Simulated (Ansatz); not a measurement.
The reference is BN in the zinc blende structure (space group F-43m, No. 216).

```
CELL_PARAMETERS angstrom
      0.00000     1.80285     1.80285
      1.80285     0.00000     1.80285
      1.80285     1.80285     0.00000
ATOMIC_POSITIONS crystal
  N  0.75000 0.75000 0.75000
  B  0.00000 0.00000 0.00000
```

Cartesian axes are those of the cell as printed.

Calculations: Kohn–Sham DFT with the PBEsol functional, run in Ansatz (a quantum-chemistry and plane-wave program) with PAW and 420 eV plane waves, no spin-orbit coupling.

Base values:

The valence-band top at Γ is 0.00, 0.00, 0.00 eV and the band gap is 4.30 eV.

One thing is altered: strain tensor (xx, yy, zz, yz, xz, xy) = (−0.73, −0.68, −1.49, +1.49, −0.37, −1.13) %; the atoms relax in the strained cell.

Q: What does the calculation give for the energy relative to the base, valence-band top at Γ and band gap after the change?

A: The energy increases by 19 meV/atom; the valence-band top at Γ (three highest levels, from the VBM) changes from 0.00, 0.00, 0.00 eV to 0.00, -0.12, -0.29 eV; the band gap shrinks by 0.23 eV, from 4.30 eV to 4.07 eV.

Whether these cells are dynamically stable was not tested.
